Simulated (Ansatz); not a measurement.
System: fluorite PtAl2. Method: HSE06 in Ansatz (PAW).

Numerical settings: plane-wave cutoff 460 eV, 8×8×8 k mesh, Fermi–Dirac smearing 0.05 eV, scalar-relativistic PAW data made under PBE.

A third-order Birch–Murnaghan fit to the energies gives V0 = 17.155 Å³/atom, B0 = 140 GPa, B′ = 4.4.

```
V (Å³/atom)  P (GPa)
-----------  -------
16.296          8.04
16.725             …
17.172         -0.14
17.582             …
18.011             …
```

**Question.** Estimate the withheld pressures from this fit; the answers are the runs' own values.

**Answer.** 
- 16.725, P (GPa): 3.75
- 17.582, P (GPa): -3.26
- 18.011, P (GPa): -6.11

The formula P = (3/2) B0 (x^(7/3) − x^(5/3)) [1 + (3/4)(B′ − 4)(x^(2/3) − 1)] with x = V0/V meets the computed pressures within 0.02 GPa when these rounded values are put in.

Spin–orbit coupling is not included.

The result took about 11 core-minutes (a rough figure).

Ansatz is a first-principles code.
